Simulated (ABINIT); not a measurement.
Band structure of Os (P6_3/mmc, 2 atoms in the cell).

```
CELL_PARAMETERS angstrom
      1.36500    -2.36425     0.00000
      1.36500     2.36425     0.00000
      0.00000     0.00000     4.32000
ATOMIC_POSITIONS crystal
  Os 0.33333 0.66667 0.25000
  Os 0.66667 0.33333 0.75000
```

Level of theory: PBE, PAW (JTH v2.0 PBE PAW) (plane waves; ABINIT).

Settings: pseudos = [Os.GGA_PBE-JTH.xml]; ecut = 20 Ha; pawecutdg = 40 Ha; pawxcdev = 0; occopt = 7; tsmear = 0.00499791 Ha; ngkpt = 11 11 6; nshiftk = 1; shiftk = 0 0 0; potentials = JTH v2.0 PBE PAW; kptopt = 1; nstep = 60; tolvrs1 = 1e-11.

The starting cell has typed, rounded lattice constants, without a prior relaxation at this level. Spin-orbit coupling is off. Spin polarisation is off.

Levels in eV from the Fermi level, bands 5 to 12:
```json
[
 {"point": "Γ", "5": "-2.79", "6": "-2.18", "7": "-2.18", "8": "-1.51", "9": "-1.51", "10": "0.05", "11": "1.74", "12": "1.74"},
 {"point": "M", "5": "-2.88", "6": "-2.56", "7": "-1.86", "8": "2.11", "9": "2.67", "10": "2.77", "11": "4.49", "12": "5.79"},
 {"point": "K", "5": "-3.41", "6": "-3.41", "7": "-1.30", "8": "1.53", "9": "1.53", "10": "2.10", "11": "5.47", "12": "5.47"},
 {"point": "A", "5": "-3.21", "6": "-3.21", "7": "-3.21", "8": "-3.21", "9": "0.94", "10": "0.94", "11": "0.94", "12": "0.94"},
 {"point": "L", "5": "-1.16", "6": "-1.16", "7": "-0.12", "8": "-0.12", "9": "2.45", "10": "2.45", "11": "3.37", "12": "3.37"},
 {"point": "H", "5": "-3.41", "6": "-3.41", "7": "-1.32", "8": "-1.32", "9": "1.70", "10": "1.70", "11": "8.42", "12": "8.42"}
]
```

Bands cross the Fermi level along this path, so the cell is metallic at this level.
